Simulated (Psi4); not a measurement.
Psi4 1.11, TPSS/def2-svp: [S]=[Zn], 2 atoms. The geometry is a generated start, not checked to be a minimum at this level.

* **task**: energy
* **method**: tpss
* **basis**: def2-svp
* **memory**: 3 GB
* **maxiter**: 100
* **keys of the molecule block**: symmetry c1
* **scf_type**: df (default)
* **e_convergence**: 1e-06 (default)
* **d_convergence**: 1e-06 (default)
* **dft_radial_points**: 75 (default)
* **dft_spherical_points**: 302 (default)
* **basis functions**: 49
* **grid points**: 43005

```xyz
2

Zn     0.0323    -0.0175    -1.0292
S     -0.0323     0.0175     1.0292
```

Charge 0 and multiplicity 1 are set for this test and not shown to be the ground state.

With the defaults (diis = true, scf_initial_accelerator = adiis, damping_percentage = 0, guess = auto, which took SAD, diis_start = 1, diis_max_vecs = 10, level_shift = 0, level_shift_cutoff = 0.01) it converges in 12 SCF iterations. One run each on 2 threads, with these changes:
- scf_initial_accelerator = ediis
- guess = sapgau
- diis = false, scf_initial_accelerator = none, damping_percentage = 60
- guess = gwh
- guess = sadno
- diis_start = 4
- diis_max_vecs = 6
- level_shift = 0.5, level_shift_cutoff = 0.001
- guess = modhuckel

Task: Which of these changes keep the SCF from converging, or lead it to another solution?

Result: No convergence: diis = false, scf_initial_accelerator = none, damping_percentage = 60 (the run ends without SCF convergence in 100 iterations). The rest reach the solution of the defaults.

| setting | SCF iterations | end |
|---|---|---|
| guess = sapgau | 10 | same solution |
| diis_max_vecs = 6 | 11 | same solution |
| guess = sadno | 11 | same solution |
| the defaults | 12 | same solution |
| scf_initial_accelerator = ediis | 12 | same solution |
| guess = modhuckel | 12 | same solution |
| guess = gwh | 17 | same solution |
| diis_start = 4 | 18 | same solution |
| level_shift = 0.5, level_shift_cutoff = 0.001 | 37 | same solution |
| diis = false, scf_initial_accelerator = none, damping_percentage = 60 | 100 | no convergence |
